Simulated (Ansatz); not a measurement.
# Al2O3 (model structure, started from the Al2S3 type, Amm2, No. 38, 10 atoms in the cell)

Computed with PBEsol (plane waves, PAW; Ansatz, an electronic-structure program).

Settings: plane-wave cutoff 520 eV, 8×8×8 k mesh, Fermi–Dirac smearing 0.01 eV, scalar-relativistic PAW data made under PBE.

Cell (relaxed with PBEsol):

```cif
data_Al4O6
_chemical_formula_sum 'Al4 O6'
_space_group_name_H-M_alt 'Amm2'
_space_group_IT_number 38
_space_group_name_Hall 'A 2 -2'
_cell_length_a 2.82272
_cell_length_b 5.32622
_cell_length_c 8.30553
_cell_angle_alpha 90.000
_cell_angle_beta 90.000
_cell_angle_gamma 90.000
loop_
_space_group_symop_operation_xyz
  'x, y, z'
  '-x, -y, z'
  '-x, y, z'
  'x, -y, z'
  'x, y+1/2, z+1/2'
  '-x, -y+1/2, z+1/2'
  '-x, y+1/2, z+1/2'
  'x, -y+1/2, z+1/2'
loop_
_atom_site_label
_atom_site_type_symbol
_atom_site_symmetry_multiplicity
_atom_site_Wyckoff_symbol
_atom_site_fract_x
_atom_site_fract_y
_atom_site_fract_z
_atom_site_occupancy
Al1 Al 2 b 0.50000 0.50000 0.41175 1
Al2 Al 2 a 0.00000 0.00000 0.25681 1
O1 O 4 d 0.00000 0.27620 0.37099 1
O2 O 2 b 0.50000 0.50000 0.63096 1
```

For Al2O3 (model structure, started from the Al2S3 type, Amm2, No. 38, 10 atoms in the cell), the band gap is 4.01 eV (direct).

Note: the relaxation could raise the start's symmetry but not lower it, so the cell can be a saddle point.

Static lattice: no zero-point or thermal effects.

Cost on a shared machine: roughly 100 core-seconds.

A model structure was made by putting elements into a prototype or built by hand; it is no filed structure, need not be a known phase, and can be a saddle point held by its symmetry.
